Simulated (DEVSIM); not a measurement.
Structure: Si n-i-p diode, at 300 K.

Layer 1 from the left is Si, thickness (μm) 0.330, Nd (cm⁻³) 5.9e17, τn (s) 7.6e-5, τp (s) 7.6e-5. Layer 2 from the left is Si, thickness (μm) 42.0, Na (cm⁻³) 3.1e12, τn (s) 7.6e-5, τp (s) 7.6e-5. Layer 3 from the left is Si, thickness (μm) 3.70, Na (cm⁻³) 3.4e17, τn (s) 7.6e-5, τp (s) 7.6e-5.

Left contact: ohmic. Right contact: ohmic. Voltage is applied to the left contact. Recombination: SRH at mid-gap. Mobility is μmin + (μ − μmin)/(1 + (N/Nref)^α).

This is a model device: material constants are rounded textbook-type values typed into the input, and sizes, dopings and lifetimes were drawn at random. Values at 300 K.

Si: gap (eV) 1.124, affinity (eV) 4.05, permittivity 11.7, Nc (cm⁻³) 2.86e19, Nv (cm⁻³) 3.1e19, μn (cm²/Vs) 1417, μp (cm²/Vs) 470, μn,min 52, μp,min 45, Nref,n 9.7e16, Nref,p 2.2e17, αn 0.68, αp 0.72.

Model (solved in DEVSIM): 1D drift-diffusion, Boltzmann statistics, complete ionisation; no tunnelling, impact ionisation, image-force lowering or self-heating.

Task: What does the simulation give for the dark forward voltage at 100 A/cm², the potential step across the device at zero bias, the dark forward voltage at 1 A/cm²?

Result: dark forward voltage at 100 A/cm² 0.829 V; potential step across the device at zero bias 0.907 V; dark forward voltage at 1 A/cm² 0.673 V.
